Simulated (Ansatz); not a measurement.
Be2Ru (model structure, started from the C15 type, Fd-3m, No. 227, 6 atoms in the cell) was calculated with LDA in Ansatz (plane waves, PAW).

Settings: plane-wave cutoff 520 eV, 16×16×16 k mesh, Fermi–Dirac smearing 0.05 eV, no spin polarisation, scalar-relativistic PAW data made under PBE.

Cell (relaxed at this level):

```cif
data_Be4Ru2
_chemical_formula_sum 'Be4 Ru2'
_space_group_name_H-M_alt 'P 1'
_space_group_IT_number 1
_cell_length_a 4.26005
_cell_length_b 4.26005
_cell_length_c 4.26005
_cell_angle_alpha 60.000
_cell_angle_beta 60.000
_cell_angle_gamma 60.000
loop_
_space_group_symop_operation_xyz
  'x, y, z'
loop_
_atom_site_label
_atom_site_type_symbol
_atom_site_fract_x
_atom_site_fract_y
_atom_site_fract_z
_atom_site_occupancy
Be1 Be 0.62500 0.62500 0.62500 1
Be2 Be 0.12500 0.62500 0.62500 1
Be3 Be 0.62500 0.12500 0.62500 1
Be4 Be 0.62500 0.62500 0.12500 1
Ru1 Ru 0.25000 0.25000 0.25000 1
Ru2 Ru 0.00000 0.00000 0.00000 1
```

### Question
What does this level give for the bulk modulus?

### Answer

bulk modulus: 234 GPa

Note: the run has no spin polarisation, so it can have missed a magnetic state; the bulk modulus is −V dP/dV from two relaxed cells at ±2 % in volume; the relaxation could raise the start's symmetry but not lower it, so the cell can be a saddle point.

Computed values are for the static lattice.

Computing time: very roughly 60 core-seconds.

A model structure was made by putting elements into a prototype or built by hand; it is no filed structure, need not be a known phase, and can be a saddle point held by its symmetry.

Ansatz is a program for electronic structure.
